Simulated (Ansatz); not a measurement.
Ansatz (a first-principles code), DFT, PBE, plane waves, its default PAW files: diamond-structure Si with 1 P on Si sites, atoms displaced (Si63P), unrelaxed at the host's lattice constant, 64 atoms. Basis and mesh were picked for this test and aren't claimed converged.

Ansatz 0.2 input:
```yaml
crystal:
  lattice:
    - [10.862, 0.0, 0.0]
    - [0.0, 10.862, 0.0]
    - [0.0, 0.0, 10.862]
  atoms:
    - { symbol: Si, position: [0.001389, 0.996375, 0.000039] }
    - { symbol: Si, position: [0.129303, 0.12369, 0.129899] }
    - { symbol: Si, position: [0.997929, 0.247701, 0.251185] }
    - { symbol: Si, position: [0.125008, 0.375147, 0.37695] }
    - { symbol: Si, position: [0.249867, 0.003965, 0.249356] }
    - { symbol: Si, position: [0.374248, 0.126805, 0.376184] }
    - { symbol: Si, position: [0.246493, 0.251766, 0.998593] }
... (54 lines of coordinates left out) ...
    - { symbol: Si, position: [0.747269, 0.753144, 0.49751] }
    - { symbol: Si, position: [0.874036, 0.876508, 0.626731] }
    - { symbol: P, position: [0.375747, 0.374766, 0.119023] }
kpoints:
  mp_grid: { grid: [2, 2, 2] }
hamiltonian:
  xc: pbe
  pseudopotentials: { kind: paw }
scf:
  occupations: { method: gaussian, width: 0.05 }
  mixing: { algorithm: anderson, ndim: 1 }
output:
  forces: true
```

```bash
OMP_NUM_THREADS=16 ANSATZ_TIMINGS=1 ansatz run --backend cpu --threads 16 --max-ram 200GiB --events-out run.ndjson --runs-dir run.runs --progress --plain run.yaml
```

The program reports k-points after symmetry: 8, bands at the start: 193, electrons: 257, plane waves at Γ: 25173, cutoff (eV): 420, FFT grid: 75×75×75, symmetry operations: 1.

Machine: one whole node, AMD EPYC (Zen 5), 96 cores on 1 socket, no SMT, 12 L3 cache groups.

On 16 threads this takes 7.4 s. Wall times, medians of two to five repeats, each run alone on the node (launch to exit). Unless noted, each process is bound to its own block of adjacent cores. Build: release build for x86-64 with AVX-512, one process with threads. Other compilers and libraries give other times. Scratch files lie in a memory file system.

Problem. Speed this job up; the result has to stay within 1.0 meV/atom in energy, 10 meV/Å in forces (largest component). Keep to 16 cores.

Solution. One answer among several that fit: going from scf.mixing.ndim = 1 to scf.mixing.ndim = not set, one of the fastest of the measured ones that keep the result.

```diff
-  mixing: { algorithm: anderson, ndim: 1 }
+  mixing: { algorithm: anderson }
```

Time: 7.4 s to 4.9 s (1.5× as fast). The largest move is in band solves (diag): 5.6 s to 3.5 s. The band solves carry the change: the iterations make 31005 against 23357 applications of H to a band, at 0.18 against 0.15 ms of diag time each. SCF iterations go from 17 to 7; applications of H to a band go from 31389 to 23747. These two results differ by: energy under 0.001 meV/atom, forces (largest component) 0.060 meV/Å. Others tried: scf.mixing.preconditioner = local_kerker, scf.mixing.ndim = not set (4.6 s); scf.mixing.algorithm = broyden, scf.mixing.beta = 0.7, scf.mixing.ndim = not set (4.6 s); scf.mixing.preconditioner = kerker_dos, scf.mixing.ndim = not set (4.7 s); scf.mixing.algorithm = broyden, scf.mixing.beta = 1, scf.mixing.ndim = not set (4.7 s); scf.mixing.preconditioner = kerker, scf.mixing.algorithm = broyden, scf.mixing.q_tf = 1.5 1/Å, scf.mixing.ndim = not set (4.7 s); scf.mixing.algorithm = anderson, scf.mixing.ndim = 4 (4.9 s); scf.mixing.algorithm = msr1, scf.mixing.ndim = not set (4.9 s); scf.mixing.ndim = not set (4.9 s); scf.mixing.ndim = 4 (4.9 s); scf.mixing.ndim = 16 (4.9 s); scf.mixing.preconditioner = kerker, scf.mixing.algorithm = broyden, scf.mixing.ndim = not set (4.9 s); scf.mixing.algorithm = broyden, scf.mixing.ndim = not set (4.9 s); scf.mixing.algorithm = anderson, scf.mixing.ndim = 16 (4.9 s); scf.mixing.preconditioner = kerker, scf.mixing.algorithm = broyden, scf.mixing.q_tf = 0.5 1/Å, scf.mixing.ndim = not set (4.9 s); scf.mixing.preconditioner = kerker, scf.mixing.ndim = not set (4.9 s); scf.mixing.preconditioner = ldos, scf.mixing.ndim = not set (5.1 s); scf.mixing.preconditioner = resta, scf.mixing.ndim = not set (5.6 s); scf.mixing.preconditioner = none, scf.mixing.ndim = not set (5.6 s); scf.mixing.algorithm = broyden, scf.mixing.beta = 0.3, scf.mixing.ndim = not set (5.7 s); scf.mixing.preconditioner = none, scf.mixing.algorithm = broyden, scf.mixing.ndim = not set (5.9 s); scf.mixing.algorithm = broyden, scf.mixing.beta = 0.1, scf.mixing.ndim = not set (6.2 s).
